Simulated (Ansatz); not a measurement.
InSbO3 (model structure, started from the LiNbO3 type, R3c, No. 161, 10 atoms in the cell), treated with PBEsol in Ansatz (plane waves, PAW).

Run with plane-wave cutoff 520 eV, 12×12×12 k mesh, Fermi–Dirac smearing 0.05 eV, scalar-relativistic PAW data made under PBE.

Cell (relaxed with PBEsol):

InO$_{3}$Sb is modelled in the trigonal space group R3c, hexagonal axes (No. 161), Pearson symbol hR10. Conventional cell: a = b = 5.8878 Å, c = 15.0007 Å, α = β = 90.00°, γ = 120.00°. In on 6a has 3 O at 2.104 Å and 3 O at 2.287 Å. Sb on 6a is surrounded by 3 O at 2.040 Å (trigonal pyramidal). O on 18b has 1 Sb at 2.040 Å and 1 In at 2.104 Å and 1 In at 2.287 Å. (Neighbours: up to the widest gap in distance over summed covalent radii, below 1.35, at either atom; cation-cation and far metal-metal contacts left out.)
(The calculation used a cell of 10 atoms; values per cell refer to that cell.)

**Question.** Give the computed band gap and direct gap at Γ.

**Answer.** 
band gap: 2.99 eV (on the SCF k mesh)
direct gap at Γ: 3.32 eV

Note: the relaxation could raise the start's symmetry but not lower it, so the cell can be a saddle point.

Spin–orbit coupling is not included.

Computed values are for the static lattice.

A model structure was made by putting elements into a prototype or built by hand; it is no filed structure, need not be a known phase, and can be a saddle point held by its symmetry.

Ansatz is a program for electronic structure.
